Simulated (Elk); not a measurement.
Worked example: self-consistent single point of Mg₂Si (Fm-3m, 3 atoms in the cell) in Elk.

Computed with Elk with LDA (PW92), all-electron FP-LAPW, Elk's shipped species files, APW+lo basis with extra local orbitals.

```xyz
3
Lattice="0.0000 3.1378 3.1378 3.1378 0.0000 3.1378 3.1378 3.1378 0.0000" Properties=species:S:1:pos:R:3 pbc="T T T"
Mg     1.5689     1.5689     1.5689
Mg     4.7067     4.7067     4.7067
Si     0.0000     0.0000     0.0000
```

Reference input (self-consistent single point, DFT, LDA (PW92), all-electron FP-LAPW, Elk's shipped species files, APW+lo basis with extra local orbitals): xctype = 3; rgkmax = 7.5; stype = 0; swidth = 0.000734986 Ha; ngridk = 9 9 9; gmaxvr = 16 1/bohr; nxlo = 2; lorbcnd = true; lmaxi = 2. This run's input differs from it in these lines:

```diff
@@ -43,3 +43,3 @@
 ngridk
-  9 9 9
+  7 7 7
```

Output (repeated stretches shortened):

```
│ Self-consistent loop started │
│ Loop number : 1 │
 total energy                :     -690.370556975
│ Loop number : 2 │
 total energy                :     -690.333625549
RMS change in Kohn-Sham potential (target) :   0.1055729040     (  0.1000000000E-05)
Absolute change in total energy (target)   :   0.3693142661E-01 (  0.1000000000E-03)
│ Loop number : 3 │
 total energy                :     -689.631870253
RMS change in Kohn-Sham potential (target) :   0.6560120335E-01 (  0.1000000000E-05)
Absolute change in total energy (target)   :   0.7109881520     (  0.1000000000E-03)
│ Loop number : 4 │
   [... lines left out ...]
Absolute change in total energy (target)   :   0.3564884689E-03 (  0.1000000000E-03)
│ Loop number : 13 │
 total energy                :     -688.101829555
RMS change in Kohn-Sham potential (target) :   0.6728061130E-07 (  0.1000000000E-05)
Absolute change in total energy (target)   :   0.1275057126E-03 (  0.1000000000E-03)
│ Loop number : 14 │
 total energy                :     -688.101828103
RMS change in Kohn-Sham potential (target) :   0.3763573035E-07 (  0.1000000000E-05)
Absolute change in total energy (target)   :   0.3332837741E-04 (  0.1000000000E-03)
Convergence targets achieved

│ Loop number : 15 │

Energies :
 Fermi                       :     0.160089002915
 total energy                :     -688.101828653

Density of states at Fermi energy :   0.1130386182E-05
 (states/Hartree/unit cell)

Estimated indirect band gap :   0.9449117731E-02
 from k-point      1 to k-point     15
Estimated direct band gap   :   0.7128009595E-01
 at k-point      1

Charges :
 core                        :    14.00000000
 valence                     :    24.00000000
 interstitial                :    4.706556861
 muffin-tins (core leakage)
  species :    1 (Mg)
   atom    1                 :    10.51430358     (  0.6661338148E-15)
   atom    2                 :    10.51430358     (  0.6661338148E-15)
  species :    2 (Si)
   atom    1                 :    12.26483597     (  0.1389412798E-02)
 total in muffin-tins        :    33.29344314
 total calculated charge     :    37.98507197
 total charge                :    38.00000000
 error                       :   0.1492803307E-01

│ Self-consistent loop stopped │
```

The run converged in 15 iterations. The count includes the last loop, which Elk runs after its targets are met. Against the reference run the total energy goes up by 2.6 meV/atom and the gap on the mesh goes from 0.208 to 0.257 eV.

The starting cell comes from a database of computed structures (which also holds hypothetical and non-ambient phases and stackings), without a prior relaxation at this level. Its lattice was rescaled by a random factor within 2.5 % of one. Values depend on the basis (sphere radii, cutoffs, local orbitals), which need not be converged. Another mesh or the band path of this cell gives a smaller gap, so this value is not converged in the mesh.

Cost on one core of a shared machine: roughly 40 s.
